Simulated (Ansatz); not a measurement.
**Pressure series in hypothetical simple cubic Ir**

The reference is Ir in the simple cubic structure (space group Pm-3m, No. 221; a = 2.570 Å; a hypothetical phase, not in the database extracts checked).

Cell and atoms are relaxed at each pressure.

The values are results of Kohn–Sham DFT with the PBE functional, run in Ansatz (a program for electronic structure) with PAW and 420 eV plane waves, scalar-relativistic without spin-orbit coupling, not measurements.

Notes on the quantities. enthalpy: H = E + PV relative to the base's energy.

```tsv
change	enthalpy	volume per atom
base	–	16.98 Å³
pressure −2 GPa	-0.21 eV/atom	17.12 Å³
pressure −1 GPa	-0.11 eV/atom	17.05 Å³
pressure 0.3 GPa	+0.03 eV/atom	16.96 Å³
pressure 0.7 GPa	+0.07 eV/atom	16.93 Å³
pressure 1.5 GPa	+0.16 eV/atom	16.88 Å³
pressure 3 GPa	+0.32 eV/atom	16.78 Å³
pressure 5 GPa	+0.52 eV/atom	16.65 Å³
pressure 7.5 GPa	+0.78 eV/atom	16.51 Å³
pressure 10 GPa	+1.04 eV/atom	16.36 Å³
```

Load acts through the strain it causes; cell and atoms are relaxed under it. No phonon test of stability was made. Competing high-pressure phases were not computed. All final runs are without spin polarisation. Ir has a high density of states at the Fermi level and may be magnetic at this level.
